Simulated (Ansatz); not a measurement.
Input and output of a self-consistent single point for PdPt (R3m, 2 atoms in the cell) (Ansatz, a quantum-chemistry and plane-wave program).

Computed with PBEsol, default PAW files made with PBE (plane waves; Ansatz).

```yaml
crystal:
  lattice:
    - [1.37648, 0.79471, 4.53756]
    - [-1.37648, 0.79471, 4.53756]
    - [0.00000, -1.58943, 4.53756]
  atoms:
    - { symbol: Pd, position: [0.00367, 0.00367, 0.00367] }
    - { symbol: Pt, position: [0.50000, 0.50000, 0.50000] }
```

Reference input (self-consistent single point, DFT, PBEsol, plane waves, default PAW files made with PBE): basis.ecutwfc = 420 eV; kpoints.mp_grid.grid = 14 14 14; hamiltonian.xc = pbesol; hamiltonian.pseudopotentials = {kind: paw} (the program's default PAW files); scf.occupations.method = fermi_dirac; scf.occupations.width = 0.1 eV. This run's input differs from it in these lines:

Ansatz 0.2 input:
```diff
@@ -12,3 +12,3 @@
 kpoints:
-  mp_grid: { grid: [14, 14, 14] }
+  mp_grid: { grid: [33, 33, 33] }
 hamiltonian:
@@ -17,3 +17,3 @@
 scf:
-  occupations: { method: fermi_dirac, width: 0.1 eV }
+  occupations: { method: fermi_dirac, width: 0.05 eV }
 output:
```

Log, with long lists cut:

```
SCF iter   1: F=—  HF=-19290.554453 eV  |F-HF|=—  |Δ(HF+E_count)|=         —  Δρ=1.16e-2  dr2=3.79e-2  ethr=1.77e-3  ⟨swp⟩=5.7  Hψ=299544  notcnv=0
all-band conjugate gradients solve this SCF's bands
preconditioner: auto → Kerker (q_TF=auto, 2.816 Å⁻¹)
SCF iter   2: F=—  HF=-19290.548876 eV  |F-HF|=—  |Δ(HF+E_count)|=   5.58e-3  Δρ=4.65e-3  dr2=5.68e-3  ethr=1.05e-4  ⟨swp⟩=2.2  Hψ=111114  notcnv=0
SCF iter   3: F=—  HF=-19290.547570 eV  |F-HF|=—  |Δ(HF+E_count)|=   1.31e-3  Δρ=8.55e-4  dr2=1.53e-4  ethr=1.58e-5  ⟨swp⟩=2.1  Hψ=96226  notcnv=0
SCF iter   4: F=—  HF=-19290.547546 eV  |F-HF|=—  |Δ(HF+E_count)|=   2.41e-5  Δρ=1.74e-4  dr2=6.62e-6  ethr=4.25e-7  ⟨swp⟩=2.4  Hψ=100668  notcnv=0
SCF iter   5: F=—  HF=-19290.547544 eV  |F-HF|=—  |Δ(HF+E_count)|=   1.50e-6  Δρ=4.38e-5  dr2=6.06e-7  ethr=1.84e-8  ⟨swp⟩=1.1  Hψ=73271  notcnv=0
SCF iter   6: F=-19290.547544 eV  HF=-19290.547544 eV  |F-HF|=1.36e-8  |Δ(HF+E_count)|=   2.99e-8  Δρ=9.43e-6  dr2=2.76e-8  ethr=2.78e-10  ⟨swp⟩=4.3  Hψ=247828  notcnv=0
SCF 1 converged in 6 iterations: F = -19290.547544 eV  dr2 = 2.76e-8
Free energy (F): -19290.547544 eV
Internal energy: -19290.516048 eV  (E = F + TS)
E sigma→0 (E₀):  -19290.531796 eV
Entropy (-TS):   -0.031496 eV (-15.748 meV/atom)
Fermi energy:    21.485131 eV
--- Forces (eV/Å), atoms counted from 1 ---
  atom   1  Pd     0.00000000     0.00000004    -0.58041923
  atom   2  Pt     0.00000000    -0.00000004     0.58041790
--- Stress (GPa, compression-positive) ---
       -1.701200       0.000000       0.000000
        0.000000      -1.701200       0.000000
       -0.000000       0.000000      -2.350419
  P = ⅓ Tr σ = -1.9176 GPa (-19.176 kbar)
  The stress holds the Pulay correction. Without it, at fixed plane waves, as pw.x and ABINIT print it: P = -1.9727 GPa
```

The run converged in 6 iterations. Against the reference run the free energy rises by 23.6 meV/atom, the pressure goes from -1.63 to -1.92 GPa and the largest force hardly changes (0.577 to 0.580 eV/Å).

The starting cell comes from a database of computed structures (which also holds hypothetical and non-ambient phases and stackings), without a prior relaxation at this level. Its lattice was rescaled by up to half a per cent. One atom was moved a little off its site on purpose. Spin polarisation is off. Ansatz's pressure includes its estimate of the finite-basis (Pulay) stress.

Cost on one core of a shared machine: roughly 2 min.
